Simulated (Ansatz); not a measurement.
## Convergence study of the k-point mesh for a (001) slab of CuAgO2 (cut from a parent of space group no. 47; 8 atoms in the cell)

```xyz
8
Lattice="2.8080 0.0000 0.0000 0.0000 3.3438 0.0000 0.0000 0.0000 23.3166" Properties=species:S:1:pos:R:3 pbc="T T T"
Cu     1.4040     1.6719     8.2346
Ag     0.0000     0.0000    10.9286
O      0.0000     1.6719     7.0000
O      0.0000     1.6719     9.4693
Cu     1.4040     1.6719    13.6226
Ag     0.0000     0.0000    16.3166
O      0.0000     1.6719    12.3880
O      0.0000     1.6719    14.8573
```

Level of theory: LDA (PW92), default PAW files made with PBE (plane waves; Ansatz, a quantum-chemistry and plane-wave program).

Base settings: basis.ecutwfc = 30.9 Ry; kpoints.mp_grid.grid = 9 8 1; hamiltonian.xc = lda; hamiltonian.pseudopotentials = {kind: paw} (the program's default PAW files); scf.occupations.method = fermi_dirac; scf.occupations.width = 0.0073 Ry.

Only quantities that move along the ladder and can be compared are tabulated.

The count of work is k-points × plane waves × bands × iterations; it is no time. Core times come from one kind of shared machine, to one figure; runs under 30 s give none.

The starting cell comes from a database of computed structures (which also holds hypothetical and non-ambient phases and stackings), without a prior relaxation at this level. The slab is cut from that crystal, and its faces are unrelaxed. Its lattice was rescaled by up to half a per cent. Spin polarisation is off, so a magnetic state, if there is one, cannot be reached. The two faces of this cut differ, and no dipole correction was used. In the base run, forces exceed 1 eV/Å.

| kpoints.mp_grid.grid | free energy less the last step's (meV/atom) | largest difference of a force vector from the last step's (eV/Å) | count of work / last | core time / last (rough) |
|---|---|---|---|---|
| 2 2 1 | 69.90 | 0.971 | 0.023 | – |
| 3 2 1 | 8.82 | 0.309 | 0.023 | – |
| 3 3 1 | -18.48 | 0.242 | 0.019 | – |
| 4 3 1 | -13.29 | 0.158 | 0.029 | – |
| 5 4 1 | 3.76 | 0.114 | 0.051 | – |
| 5 5 1 | 4.88 | 0.064 | 0.043 | – |
| 6 5 1 | 1.06 | 0.041 | 0.058 | – |
| 7 6 1 | 0.39 | 0.024 | 0.077 | – |
| 9 7 1 | -0.31 | 0.018 | 0.096 | – |
| 9 8 1 | -0.49 | 0.008 | 0.12 | 0.1 |
| 10 8 1 | 0.09 | 0.005 | 0.14 | 0.1 |
| 12 10 1 | -0.05 | 0.005 | 0.20 | 0.2 |
| 14 12 1 | -0.04 | 0.002 | 0.27 | 0.3 |
| 16 13 1 | -0.03 | 0.001 | 0.30 | 0.3 |
| 19 16 1 | -0.02 | 0.000 | 0.43 | 0.4 |
| 22 18 1 | -0.01 | 0.000 | 0.58 | 0.6 |
| 26 22 1 | 0.00 | 0.000 | 0.81 | 0.8 |
| 30 25 1 | 0.00 | 0.000 | 1.0 | 1 |

Coarsest kpoints.mp_grid.grid that holds the forces within 0.02 eV/Å of the last step, with all finer ones: 9 7 1, at 0.096 of the last step's count of work; the step before is off by 0.024 eV/Å.

Coarsest kpoints.mp_grid.grid that holds the free energy within 2 meV/atom of the last step, with all finer ones: 6 5 1, at 0.058 of the last step's count of work; the step before is off by 4.9 meV/atom.

Keys are those of Ansatz 0.2.
